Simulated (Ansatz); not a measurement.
```
CELL_PARAMETERS angstrom
     30.00000     0.00000     0.00000
      0.00000    30.00000     0.00000
      0.00000     0.00000     2.46645
ATOMIC_POSITIONS crystal
  C  0.81683 0.52374 0.50000
  C  0.81417 0.54736 0.00000
  C  0.80361 0.59365 0.00000
  C  0.79576 0.61608 0.50000
  C  0.77516 0.65886 0.50000
  C  0.76251 0.67898 0.00000
  C  0.73291 0.71610 0.00000
  C  0.71610 0.73291 0.50000
  C  0.67898 0.76251 0.50000
  C  0.65886 0.77516 0.00000
  C  0.61608 0.79576 0.00000
  C  0.59365 0.80361 0.50000
  C  0.54736 0.81417 0.50000
  C  0.52374 0.81683 0.00000
  C  0.47626 0.81683 0.00000
  C  0.45264 0.81417 0.50000
  C  0.40635 0.80361 0.50000
  C  0.38392 0.79576 0.00000
  C  0.34114 0.77516 0.00000
  C  0.32102 0.76251 0.50000
  C  0.28390 0.73291 0.50000
  C  0.26709 0.71610 0.00000
  C  0.23749 0.67898 0.00000
  C  0.22484 0.65886 0.50000
  C  0.20424 0.61608 0.50000
  C  0.19639 0.59365 0.00000
  C  0.18583 0.54736 0.00000
  C  0.18317 0.52374 0.50000
  C  0.18317 0.47626 0.50000
  C  0.18583 0.45264 0.00000
  C  0.19639 0.40635 0.00000
  C  0.20424 0.38392 0.50000
  C  0.22484 0.34114 0.50000
  C  0.23749 0.32102 0.00000
  C  0.26709 0.28390 0.00000
  C  0.28390 0.26709 0.50000
  C  0.32102 0.23749 0.50000
  C  0.34114 0.22484 0.00000
  C  0.38392 0.20424 0.00000
  C  0.40635 0.19639 0.50000
  C  0.45264 0.18583 0.50000
  C  0.47626 0.18317 0.00000
  C  0.52374 0.18317 0.00000
  C  0.54736 0.18583 0.50000
  C  0.59365 0.19639 0.50000
  C  0.61608 0.20424 0.00000
  C  0.65886 0.22484 0.00000
  C  0.67898 0.23749 0.50000
  C  0.71610 0.26709 0.50000
  C  0.73291 0.28390 0.00000
  C  0.76251 0.32102 0.00000
  C  0.77516 0.34114 0.50000
  C  0.79576 0.38392 0.50000
  C  0.80361 0.40635 0.00000
  C  0.81417 0.45264 0.00000
  C  0.81683 0.47626 0.50000
```

Method: PBE (plane waves to 420 eV, PAW; Ansatz, a program for electronic structure). Mesh 1×1×30. No spin polarisation. One-dimensional cell, images about 11 Å apart. A model structure. Symmetry and one short period hold its shape; lower forms weren't sought. Buckling under compression is shut out by symmetry and the short period.

### Question
Say what this body is, and give its properties.

### Answer
(14,14) carbon nanotube. An idealised model, rolled from the flat sheet.
| Item | Value |
|---|---|
| mean diameter | 19.06 Å |
| energy over the flat sheet | +21 meV/atom |
| PBE gap | none (under 0.01 eV) |
| crossings of the Fermi level between Γ and the zone edge (49 points) | 2, each for both spins (ideal conductance 2 × 2e²/h) |
| work function (PBE) | 4.29 eV |
| axial stiffness dF/dε | 2020 nN |
